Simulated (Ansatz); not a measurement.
## Effect of pressure 100 GPa on Ru

Start from Ru in the hcp (Mg type) structure (space group P6_3/mmc, No. 194; a = 2.692 Å, c = 4.246 Å).

The change: a hydrostatic pressure of 100 GPa.

Method: Ansatz (an electronic-structure program) PBEsol, no spin-orbit coupling, earlier PAW set. Γ-centred 20×20×11 mesh, Fermi–Dirac width 0.05 eV.

The volume per atom shrinks by 2.258 Å³ to 11.07 Å³ and the density grows by 2.57 g/cm³ to 15.17 g/cm³. The c/a ratio increases by 0.012 (1.577 → 1.589) and the shortest interatomic distance drops by 0.152 Å (2.631 Å → 2.479 Å). The band gap stays zero.

Final structure:

```
Ru
1.0
    2.52403     0.00000     0.00000
   -1.26202     2.18588     0.00000
    0.00000     0.00000     4.01111
Ru
2
Direct
  0.33333   0.66667   0.75000
  0.66667   0.33333   0.25000
```

Load acts through the strain it causes; cell and atoms are relaxed under it. Stability against distortions was not tested. No other phases were tried under pressure. The final runs are not spin-polarised.
